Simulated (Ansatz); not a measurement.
The starting structures come from a database of crystals and need not be the phases stable at ambient conditions.

Evanescent states of Be$_{2}$C (Fm-3m, 3 atoms a cell, 6.7 Å³ an atom, -2 GPa at this level) along the normal of (111)

The numbers are results of PBEsol (plane waves, PAW; Ansatz, a program for electronic structure), not measurements.

The gap is the functional's own. No spin-orbit coupling. Mid-gap values are those at the computed energy nearest the middle.

Energies count from the valence-band top; κ is the least over a 12×12 mesh across the current.

```json
[
 {"E (eV)": "0.04", "κ (1/Å)": "0.036", "where": "Γ"},
 {"E (eV)": "0.10", "κ (1/Å)": "0.061", "where": "Γ"},
 {"E (eV)": "0.17", "κ (1/Å)": "0.078", "where": "Γ"},
 {"E (eV)": "0.24", "κ (1/Å)": "[?]", "where": "Γ"},
 {"E (eV)": "0.32", "κ (1/Å)": "[?]", "where": "Γ"},
 {"E (eV)": "0.39", "κ (1/Å)": "[?]", "where": "Γ"},
 {"E (eV)": "0.46", "κ (1/Å)": "0.122", "where": "Γ"},
 {"E (eV)": "0.53", "κ (1/Å)": "[?]", "where": "Γ"},
 {"E (eV)": "0.59", "κ (1/Å)": "[?]", "where": "Γ"},
 {"E (eV)": "0.67", "κ (1/Å)": "[?]", "where": "Γ"},
 {"E (eV)": "0.73", "κ (1/Å)": "[?]", "where": "Γ"},
 {"E (eV)": "0.81", "κ (1/Å)": "[?]", "where": "off Γ"},
 {"E (eV)": "0.88", "κ (1/Å)": "0.122", "where": "off Γ"},
 {"E (eV)": "0.94", "κ (1/Å)": "0.099", "where": "off Γ"},
 {"E (eV)": "1.01", "κ (1/Å)": "0.067", "where": "off Γ"}
]
```

Complete the blanks.


- 0.24, κ (1/Å): 0.092
- 0.32, κ (1/Å): 0.103
- 0.39, κ (1/Å): 0.113
- 0.53, κ (1/Å): 0.130
- 0.59, κ (1/Å): 0.137
- 0.67, κ (1/Å): 0.144
- 0.73, κ (1/Å): 0.150
- 0.81, κ (1/Å): 0.141
